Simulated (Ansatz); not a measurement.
## Sc, element substitutions

Consider Sc in the hcp (Mg type) structure (space group P6_3/mmc, No. 194; a = 3.331 Å, c = 5.194 Å).

Each row replaces one element on all its sites; cell and atoms are relaxed.

The values are results of r2SCAN (Ansatz, a program for electronic structure, PAW, no SOC), earlier PAW set, not measurements.

Candidates:
(a) Sc → Ti
(b) Sc → Ca
(c) Sc → Y

For the base:

| Item | Result |
|---|---|
| Volume per atom | 24.96 Å³ |

Q: Order them by volume per atom, highest first.

A: (b) Sc → Ca (43.41 Å³), (c) Sc → Y (33.46 Å³), (a) Sc → Ti (17.31 Å³)

Stability against distortions was not tested. The final runs are not spin-polarised. This is not the structure that Ca has at room temperature and ambient pressure.
